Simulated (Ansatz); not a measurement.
Effect of Mo → Ge on MoP

Start from MoP (space group P-6m2, No. 187; a = 3.206 Å, c = 3.174 Å).

One thing is altered: every Mo is replaced by Ge; the structure is relaxed again.

Method: plane-wave PAW DFT at the PBEsol level (Ansatz, a program for electronic structure, 420 eV), without spin-orbit coupling, earlier PAW set. Settings: 15×15×14 k-points, 0.05 eV Fermi–Dirac smearing, for the changed cell.

| quantity | base | changed | shift |
|---|---|---|---|
| volume per atom | 14.13 Å³ | 17.01 Å³ | +2.88 Å³ |
| c/a ratio | 0.990 | 0.952 | -0.038 |
| space group | P-6m2 (No. 187) | P-6m2 (No. 187) | – |
| shortest interatomic distance | 2.438 Å | 2.586 Å | +0.1475 Å |
| band gap | zero | zero | – |

Cost of the whole job for the changed cell (relaxation, final SCF and bands): around 80 core-seconds (rough).

Stability against distortions was not tested. As relaxed here, GeP is a hypothetical phase, not in the database extracts checked. The final runs are not spin-polarised. An odd electron count without spin: GeP and MoP.
